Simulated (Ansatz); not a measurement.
The parent structure is W in the bcc (W type) structure (space group Im-3m, No. 229; a = 3.169 Å; relaxed with 0.1 eV smearing). Axes: x, y, z lie along the cube axes.

Structures relaxed with DFT with r2SCAN, PAW potentials and a 500 eV plane-wave cutoff in Ansatz (a first-principles code), no spin-orbit coupling.

Base:

Simulated powder pattern, Cu Kα1, λ = 1.54056 Å (kinematic, ideal powder, no thermal factors, no anomalous dispersion; the 14 strongest lines at most, above 2 %, up to 2θ = 90°):

```
2θ (°)  I/Imax (%)    hkl
------  ----------  -----
40.21          100  (110)
58.18           17  (200)
73.09           36  (211)
86.87           12  (220)
```

One thing is altered: the cell is compressed by 3.00 % along z with no lateral relaxation, atoms relaxed at fixed cell.

After the change:

Simulated powder pattern, Cu Kα1, λ = 1.54056 Å (kinematic, ideal powder, no thermal factors, no anomalous dispersion; the 14 strongest lines at most, above 2 %, up to 2θ = 90°):

```
2θ (°)  I/Imax (%)    hkl
------  ----------  -----
40.21           52  (110)
40.87          100  (101)
58.18           18  (200)
60.16          8.3  (002)
73.53           37  (211)
74.86           18  (112)
86.87          6.3  (220)
88.57           12  (202)
```

The indices refer to the base's conventional cell; one index is shown for lines that coincide. The space group is now I4/mmm (No. 139).

The cells carry an imposed strain or load. Stability against distortions was not tested. All final runs are without spin polarisation.
